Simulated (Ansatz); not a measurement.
B₂Te₃ (model structure, started from the A-La2O3 type, P-3m1, No. 164, 5 atoms in the cell) was calculated with PBEsol (plane waves, PAW; Ansatz, a quantum-chemistry and plane-wave program).

Excerpt of the program's output:

```
Crystal: 5 atoms, lattice volume = 100.852 Å³
Basis set: ecut = 520 eV, 2735 PW (Γ), exchange–correlation on 54×54×144 points (8 copies of the dense FFT grid, shifted against one another)
Bands: 33, of which v1, the nominal top of the filled ones, is band 27 counted from 1 (26 counted from 0)
Symmetry: 12 space group operations
Space group: P-3m1 (ITA 164), of the structure as read, at distance tolerance 4.7e-5 Å
k-points: 202 of 1944
Functional: x = pbesol(κ = 0.804, μ = 0.12345679012345678), c = pbesol(β = 0.046)
SCF iter   1: F=—  HF=-21006.403589 eV  |F-HF|=—  |Δ(HF+E_count)|=         —  Δρ=6.12e-3  dr2=5.32e-2
SCF iter   2: F=—  HF=-21006.389544 eV  |F-HF|=—  |Δ(HF+E_count)|=   1.40e-2  Δρ=2.55e-3  dr2=8.07e-3
  ...
SCF iter   7: F=—  HF=-21006.387109 eV  |F-HF|=—  |Δ(HF+E_count)|=   6.01e-7  Δρ=3.46e-6  dr2=2.16e-8
SCF iter   8: F=-21006.387109 eV  HF=-21006.387109 eV  |F-HF|=1.46e-10  |Δ(HF+E_count)|=  5.82e-10  Δρ=7.68e-7  dr2=4.89e-10
SCF 1 converged in 8 iterations: F = -21006.387109 eV  dr2 = 4.89e-10
SCF converged after 8 iterations
Free energy (F): -21006.387109 eV
Internal energy: -21006.366595 eV  (E = F + TS)
E sigma→0 (E₀):  -21006.376852 eV
Fermi energy:    11.189025 eV
--- Forces (eV/Å), atoms counted from 1 ---
  atom   1  B      0.00000000     0.00000000    -0.00115862
  atom   2  B     -0.00000000    -0.00000000     0.00115862
  atom   3  Te     0.00000000     0.00000000     0.00000000
  atom   4  Te    -0.00000000    -0.00000000    -0.00021284
  atom   5  Te     0.00000000     0.00000000     0.00021284
--- Stress (GPa, compression-positive) ---
       -0.004902      -0.000000       0.000000
       -0.000000      -0.004902      -0.000000
        0.000000      -0.000000       0.009040
  P = ⅓ Tr σ = -0.0003 GPa (-0.003 kbar)
```

Q: Write an input file that could have produced this run (the log leaves some choices open).

A: Several could match; the one computed here: 
Ansatz 0.2 input:
```yaml
crystal:
  lattice:
    - [3.490604866, 0.0, 0.0]
    - [-1.745302433, 3.0229524886, 0.0]
    - [0.0, 0.0, 9.5576560205]
  atoms:
    - { symbol: B, position: [0.3333333333, 0.6666666667, 0.1825359054] }
    - { symbol: B, position: [0.6666666667, 0.3333333333, 0.8174640946] }
    - { symbol: Te, position: [0.0, 0.0, 0.0] }
    - { symbol: Te, position: [0.3333333333, 0.6666666667, 0.6895605206] }
    - { symbol: Te, position: [0.6666666667, 0.3333333333, 0.3104394794] }
basis:
  ecutwfc: 520
  ecutrho_ratio: 4
  xc_grid: 2
kpoints:
  mp_grid: { grid: [18, 18, 6] }
hamiltonian:
  xc: pbesol
  dispersion: none
  pseudopotentials: { kind: paw }
scf:
  occupations: { method: fermi_dirac, width: 0.05 }
  convergence: { dr2_threshold: 0.0000000005 }
output:
  forces: true
  stress: true
  eigenvalues: true
```

The PAW data were made under PBE.

Note: the relaxation could raise the start's symmetry but not lower it, so the cell can be a saddle point. Note: the cell has widely spaced layers and the level no dispersion term, so their spacing and the moduli can rest on weak binding.

A model structure was made by putting elements into a prototype or built by hand; it is no filed structure, need not be a known phase, and can be a saddle point held by its symmetry.
